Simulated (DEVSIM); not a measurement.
System: Schottky contact on n-type β-Ga2O3, at 300 K.

Layer 1 from the left is β-Ga2O3, thickness (μm) 4.70, Nd (cm⁻³) 1e16, τn (s) 8.9e-9, τp (s) 8.9e-9. Layer 2 from the left is β-Ga2O3, thickness (μm) 29.0, Nd (cm⁻³) 1.8e18, τn (s) 8.9e-9, τp (s) 8.9e-9.

Left contact: Schottky, work function 5.71 eV, emission velocity 4.1e6 cm/s. Right contact: ohmic. Voltage is applied to the left contact. Recombination: SRH at mid-gap, Auger. Mobility is μmin + (μ − μmin)/(1 + (N/Nref)^α).

The device is made up for the run: typed textbook-type constants, with dimensions and the other settings drawn at random. Values at 300 K.

β-Ga2O3: gap (eV) 4.8, affinity (eV) 4, permittivity 10, Nc (cm⁻³) 3.7e18, Nv (cm⁻³) 5e20, μn (cm²/Vs) 160, μp (cm²/Vs) 1, μn,min 20, μp,min 0.1, Nref,n 1e18, Nref,p 1e18, αn 0.8, αp 0.8, Cn (cm⁶/s) 1e-31, Cp (cm⁶/s) 1e-31.

Simulated with DEVSIM: 1D drift-diffusion, Boltzmann statistics, complete ionisation; no tunnelling, impact ionisation, image-force lowering or self-heating. Metal contacts follow the ideal Schottky-Mott rule: no Fermi-level pinning, no interface dipoles.

Dark forward current:

```tsv
|V| (V)	|J| (A/cm²)
0.60	3.757e-13
0.65	2.576e-12
0.70	1.765e-11
0.75	1.208e-10
0.80	8.259e-10
0.85	5.641e-9
0.90	3.848e-8
0.95	2.620e-7
1.00	1.781e-6
1.05	1.207e-5
1.10	8.158e-5
1.15	0.0005490
1.20	0.003673
1.25	0.02435
1.30	0.1581
1.35	0.9584
1.40	4.593
1.45	14.07
1.50	28.95
1.55	47.11
1.60	67.14
1.65	88.32
1.70	110.3
1.75	132.7
1.80	155.6
1.85	178.8
```

Task: Work out the local ideality factor n = ΔV / (kT/q · ln(J2/J1)) between the rows 0.60 and 0.65 V, 1.80 and 1.85 V.

Result: kT/q = 25.85 mV. From 0.60 to 0.65 V: ln(2.576e-12/3.757e-13) = 1.925, n = 1.00, near the 1 of diffusion or emission over a barrier. From 1.80 to 1.85 V: ln(178.8/155.6) = 0.139, n = 13.92; the layers' resistance at their doping, Σ W/(qμN) = 0.0020 Ω cm², would take 47 mV of this step of 50 mV.

Task: Estimate the current at 0.95 V for emission alone, J0 = q v N_band exp(−φB/kT), and read the barrier back from the simulated current.

Result: φB = 1.710 eV, N_band = 3.70e18 cm⁻³, J0 = 4.54e-23 A/cm²; J = J0 (exp(qV/kT) − 1) = 4.14e-7 A/cm². The simulation gives 2.62e-7 A/cm²; the estimate lies 58 % above. Read backwards, the simulated current gives an apparent barrier of 1.722 eV. The estimate leaves out transport through the depletion region and minority injection.
